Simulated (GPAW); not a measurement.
GPAW run on YbAl2Ga2 (P1, 5 atoms in the cell): self-consistent single point.

Method of the run: LDA (Perdew-Wang 92), GPAW PAW datasets LDA (gpaw-data 1.0.1) (plane waves; GPAW).

The change in words: lattice scaled by 0.98. Reference geometry:
```
Yb(AlGa)2
1.0
   -2.12753     2.12753     5.46415
    2.12753    -2.12753     5.46415
    2.12753     2.12753    -5.46415
Yb Al Ga
1 2 2
Direct
  0.00010   0.98966   0.99001
  0.75336   0.24369   0.49246
  0.27266   0.76829   0.53347
  0.59451   0.61418   0.99069
  0.37937   0.38418   0.99337
```

Reference input (self-consistent single point, DFT LDA (Perdew-Wang 92), plane waves, GPAW PAW datasets LDA (gpaw-data 1.0.1)): mode = pw; ecut = 800 eV; xc = LDA; kpts = 4 4 5; mesh shift (steps) = 0 0 0; occupations.name = fermi-dirac; occupations.width = 0.1 eV; nbands = -11; convergence.density = 1e-05 e/electron; symmetry.symmorphic = false; symmetry.tolerance = 0.0005; maxiter = 150. This run's input differs from it in these lines:

```diff
@@ -5,5 +5,5 @@
 atoms = Atoms(['Yb', 'Al', 'Al', 'Ga', 'Ga'],
-              cell=[[-2.127535, 2.127535, 5.464155],
-                    [2.127535, -2.127535, 5.464155],
-                    [2.127535, 2.127535, -5.464155]],
+              cell=[[-2.084984, 2.084984, 5.354872],
+                    [2.084984, -2.084984, 5.354872],
+                    [2.084984, 2.084984, -5.354872]],
               scaled_positions=[[0.000095, -0.010339, -0.009986],
```

Log, with long lists cut:

```
     iter     time        total  log10-change:
                         energy   eigst   dens
iter:   1 --:--:--   -33.743579
iter:   2 --:--:--   -23.328004   +0.01  -0.67
iter:   3 --:--:--   -22.140535   -2.00  -1.21
iter:   4 --:--:--   -20.507021   -0.49  -1.24
iter:   5 --:--:--   -20.450802   -2.05  -1.16
   [... 10 lines left out ...]
iter:  16 --:--:--   -18.964043   -3.48  -2.39
iter:  17 --:--:--   -19.002237   -3.32  -2.72
iter:  18 --:--:--   -18.954805   -3.05  -2.31
iter:  19 --:--:--   -18.953965   -4.39  -3.12
iter:  20 --:--:--   -18.952352c  -4.90  -3.22
iter:  21 --:--:--   -18.954754c  -5.13  -3.37
iter:  22 --:--:--   -18.951675c  -4.90  -3.41
iter:  23 --:--:--   -18.953301c  -5.53  -3.33
iter:  24 --:--:--   -18.953085c  -6.68  -3.65
iter:  25 --:--:--   -18.953253c  -7.25  -3.86
iter:  26 --:--:--   -18.953206c  -8.55c -4.17
iter:  27 --:--:--   -18.953207c  -7.55c -4.21
iter:  28 --:--:--   -18.953206c  -9.29c -4.95
iter:  29 --:--:--   -18.953204c  -9.24c -5.05c
Converged after 29 iterations.

Dipole moment: (1.807135, 0.380484, -0.387407) |e|*Ang

Energy contributions relative to reference atoms: (reference = -501123.385019)

Kinetic:        +14.154744
Potential:       -4.109277
External:        +0.000000
XC:             -29.380751
Entropy (-ST):   -0.094176
Local:           +0.429168
SIC:             +0.000000
--------------------------
Free energy:    -19.000292
Extrapolated:   -18.953204

Showing only first 2 kpts
 Kpt  Band  Eigenvalues  Occupancy
  0    16      7.32087    1.87905
  0    17      7.47830    1.52587
  0    18      7.88043    0.10911
  0    19      7.92179    0.07351

  1    16      7.00691    1.99444
  1    17      7.04494    1.99188
  1    18      9.22560    0.00000
  1    19      9.75167    0.00000

Fermi level: 7.59518

No gap
   [... lines left out ...]
Energy (eV): -18.953204

Forces in eV/Ang:
  0 Yb    0.13788   -0.07107    0.06402
  1 Al    0.35417   -0.01819   -0.32285
  2 Al   -0.53326   -0.60039   -0.32483
  3 Ga   -0.29512    0.55074    0.10493
  4 Ga    0.33677    0.13856    0.47954

Stress tensor:
     0.003701    -0.002511    -0.009281
    -0.002511     0.005942     0.003104
    -0.009281     0.003104    -0.004146
Stress (GPa, Voigt): [ 0.593   0.9519 -0.6643  0.4973 -1.4869 -0.4023]
```

The run converged in 29 iterations. GPAW prints stress with tension positive. Against the reference run the free energy goes down by 16.8 meV/atom, the pressure goes from -4.16 to -0.29 GPa and the largest force goes from 0.712 to 0.866 eV/Å.

The starting cell comes from a database of computed structures (which also holds hypothetical and non-ambient phases and stackings), without a prior relaxation at this level. Its atoms were displaced at random from the sites of space group no. 139. For this run, on top of that: lattice scaled by 0.98. Spin polarisation is off.

Cost on one core of a shared machine: roughly 3 min.
